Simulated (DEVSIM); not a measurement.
Device: Si n-i-p diode, at 300 K.

Layer 1 from the left is Si, thickness (μm) 1.80, Nd (cm⁻³) 3.4e17, τn (s) 0.00032, τp (s) 0.00032. Layer 2 from the left is Si, thickness (μm) 0.650, Na (cm⁻³) 1.2e13, τn (s) 0.00032, τp (s) 0.00032. Layer 3 from the left is Si, thickness (μm) 0.310, Na (cm⁻³) 1e17, τn (s) 0.00032, τp (s) 0.00032.

Left contact: ohmic. Right contact: ohmic. Voltage is applied to the left contact. Recombination: SRH at mid-gap, radiative. Gap narrowing is on: ΔEg = 6.92 meV × (l + √(l² + 0.5)), l = ln(N/1.3e17 cm⁻³), shared equally by both band edges. Mobility is constant in doping.

Constants are typed, rounded textbook-type inputs, not results; the design itself was drawn at random and stands for no fabricated device. Values at 300 K.

Si: gap (eV) 1.124, affinity (eV) 4.05, permittivity 11.7, Nc (cm⁻³) 2.86e19, Nv (cm⁻³) 3.1e19, μn (cm²/Vs) 1417, μp (cm²/Vs) 470, B (cm³/s) 4.7e-15.

DEVSIM, 1D drift-diffusion, Boltzmann statistics, complete ionisation; no tunnelling, impact ionisation, image-force lowering or self-heating.

What does the simulation give for the potential step across the device at zero bias, the dark forward voltage at 100 A/cm²?

potential step across the device at zero bias 0.852 V; dark forward voltage at 100 A/cm² 0.694 V.
